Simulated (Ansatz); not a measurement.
Structure of amorphous Si30N41Sc (periodic cell):

```xyz
72
Lattice="9.3339 0.0000 0.0000 0.0000 9.3339 0.0000 0.0000 0.0000 9.3339" Properties=species:S:1:pos:R:3 pbc="T T T"
Si     5.4864     4.5793     8.8957
Si     7.5391     5.2629     1.7211
Si     8.2048     7.0327     5.8034
Si     2.7464     5.5027     3.7656
Si     1.1407     8.3431     3.3647
Si     0.4625     9.0200     7.0276
Si     4.0844     5.3920     6.1082
Si     8.6098     3.2652     3.7500
Si     1.4649     5.9863     6.7614
Si     3.1128     3.0216     7.3305
Si     6.7049     4.5832     5.9001
Si     4.0960     0.3795     1.2692
Si     2.0657     2.8602     2.3719
Si     6.0770     2.6075     1.9942
Si     8.3464     5.0958     8.1249
Si     1.5888     1.0210     0.2002
Si     8.6147     1.0851     2.1242
Si     4.7554     7.6396     8.3297
Si     1.6370     1.4137     4.9794
Si     0.6934     3.1009     9.2290
Si     7.9693     8.0052     2.7543
Si     5.6838     0.3413     3.5764
Si     6.6958     0.0444     6.6552
Si     1.1018     5.6448     0.9134
Si     4.1949     2.9831     4.5146
Si     5.3013     7.2920     5.2241
Si     0.3406     5.9015     3.7717
Si     2.0672     7.8482     8.5421
Si     5.6817     1.5671     8.4171
Si     8.5024     2.4454     6.7165
N      2.0707     9.2764     4.2974
N      7.2827     0.1842     2.9441
N      4.1330     6.3379     4.3055
N      1.4758     3.9959     1.1830
N      5.5211     1.4351     0.8151
N      1.7153     7.7560     6.7988
N      9.0530     5.9265     6.8063
N      8.6899     5.5169     0.4506
N      8.5511     4.8610     3.1110
N      6.7631     6.2710     5.3050
N      7.0545     1.6357     7.2645
N      2.6680     1.3411     1.5669
N      0.3847     1.2624     6.2155
N      4.5682     6.9158     6.7463
N      5.2139     2.0388     3.4845
N      4.6658     8.7400     2.5449
N      6.7231     4.7984     7.6680
N      5.7900     8.9448     5.1559
N      6.9436     6.8069     2.1704
N      3.2200     3.8773     3.2880
N      1.6113     6.4236     2.5595
N      5.1021     4.1054     5.5012
N      1.4819     5.5395     4.9426
N      3.5203     8.4920     0.0163
N      0.8306     2.3866     3.6305
N      2.7777     4.7396     6.9497
N      0.0984     8.7878     2.0980
N      2.0005     2.2838     8.4004
N      7.7182     2.5390     2.5102
N      3.0812     2.2443     5.6733
N      0.1088     1.7511     0.7672
N      9.0597     3.5499     7.9388
N      4.6797     3.0705     8.1883
N      4.9669     6.1998     9.2859
N      0.9023     9.0586     8.7131
N      8.1521     8.4764     6.6764
N      8.9836     7.4304     4.1959
N      6.1449     4.2106     1.2327
N      5.5742     9.1423     7.9358
N      7.9699     3.4431     5.3679
N      1.7763     6.2366     8.8480
Sc     4.9141     6.7924     1.9578
```

All values below come from PBE, scalar-relativistic without spin-orbit coupling (plane waves to 420 eV, PAW; Ansatz, a first-principles code).

Preparation: random packing, a CHGNet melt and quench, and a DFT relaxation. N atoms were pushed apart under 1.9 Å during the dynamics, to hinder bonds among them. The hot cell started wider than the set density and was brought back towards it in steps. It is the lowest in DFT energy of 2 quenches. It is a model cell: composition and starting density were chosen by hand, and all elements were melted together. No dispersion term was used. Its density started from a set value of 2.98 and ended at 2.99 g/cm³. The simulated quench (nominally 300 K/ps over its main leg) is rapid and tends to freeze in more defects than a deposited or slowly cooled glass has. A cell of this size samples the disorder only roughly. The volume was held where the preparation left it, at a PBE pressure of 1.2 GPa. Stress components on the final sampling reach 3.4 GPa.

Cut-offs for bonds: Si-Si 2.60 Å, Si-N 2.26 Å, Si-Sc 2.93 Å, N-N 1.70 Å, N-Sc 2.65 Å, Sc-Sc 3.41 Å. Two cations that share two anions don't count as bonded, nor two that share one unless they lie closer than Si-Si 2.38 Å, Si-Sc 2.85 Å, Sc-Sc 3.32 Å.

Problem. Give the coordination numbers, mean bond lengths and angles.

Solution. 
```json
{
  "Mean coordination of Si by anions": "4.03 (29 with 4, 1 with 5)",
  "Mean coordination of N": "3.05 (1 with 2, 37 with 3, 3 with 4)",
  "Mean coordination of Sc by anions": "4.00 (1 with 4)",
  "Mean Si-N bond": "1.767 Å (spread 0.076 Å, 121 counted)",
  "Mean N-Sc bond": "2.174 Å (spread 0.198 Å, 4 counted)",
  "Bond angle at Si": "mean 109.3°, spread 14.0°",
  "Bond angle at N": "mean 116.7°, spread 16.8°",
  "Bond angle at Sc": "mean 107.6°, spread 22.0°"
}
```

Problem. Which atoms depart from the most common coordination of their element?

Solution. Si9 has 5 (N37 1.75 Å, N36 1.79 Å, N56 1.82 Å, N53 1.87 Å, N71 2.12 Å); N31 has 2 (Si5 1.61 Å, Si19 1.68 Å); N33 has 4 (Si4 1.71 Å, Si26 1.77 Å, Si7 2.04 Å, Sc72 2.52 Å); N51 has 4 (Si27 1.83 Å, Si24 1.89 Å, Si4 1.90 Å, Si5 2.13 Å); N67 has 4 (Si27 1.73 Å, Si3 1.83 Å, Si21 1.85 Å, Si5 1.94 Å).

Problem. List the pairs of like atoms that count as bonded by the rules above.

Solution. There are none by these rules.
